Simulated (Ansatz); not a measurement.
# SiC, response to strain

The parent structure is SiC (space group P6_3mc, No. 186; a = 3.094 Å, c = 10.129 Å).

Strains are applied to the cell and any free atomic positions relax.

Level of theory: PBE, PAW, 420 eV (Ansatz, a first-principles code; no spin-orbit coupling).

Notes on the quantities. energy relative to the base: free energy F.

```csv
isotropic strain (%),energy relative to the base (meV/atom)
0,0.0
0.75,3.5
1.5,13.5
2.25,?
3,51.8
```

Task: Fit ΔE = Aε² + Bε³ (ε in %) to the rows shown and predict the withheld row.

Result: Least squares on the printed values gives A = 6.26 and B = -0.17 meV/atom (largest residual 0.0 meV/atom); this predicts 29.8 meV/atom, and the run gives 29.8 meV/atom, in agreement.

Stability against distortions was not tested.
